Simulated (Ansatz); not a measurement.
Start from CdTe in the zinc blende structure (space group F-43m, No. 216; a = 6.490 Å).

Modification: Be takes the place of Cd on all its sites; the structure is relaxed again.

Levels (all Ansatz, an electronic-structure program, PAW, earlier PAW set): PBEsol (420 eV, spin-orbit coupling left out); r2SCAN (500 eV, without spin-orbit coupling).

The geometry is relaxed with PBEsol.

* **PBEsol smallest direct gap**: 3.61 eV
* **PBEsol pressure**: 0.01 GPa
* **PBEsol lowest conduction level above the VBM at special points**: X 1.84 eV; K 2.61 eV; U 2.61 eV; L 3.08 eV

With r2SCAN at the same geometry, the smallest direct gap increases by 0.405 eV to 4.01 eV; the pressure goes up by 1.74 GPa (0.01 GPa → 1.75 GPa); the lowest conduction level above the VBM at special points goes from X 1.84 eV; K 2.61 eV; U 2.61 eV; L 3.08 eV to X 2.31 eV; K 3.06 eV; U 3.06 eV; L 3.59 eV.

Single points use the geometry relaxed with PBEsol. Their cutoffs differ, which shifts pressures a little. With Te present, leaving out spin-orbit coupling can change the band edges. Stability against distortions was not tested.
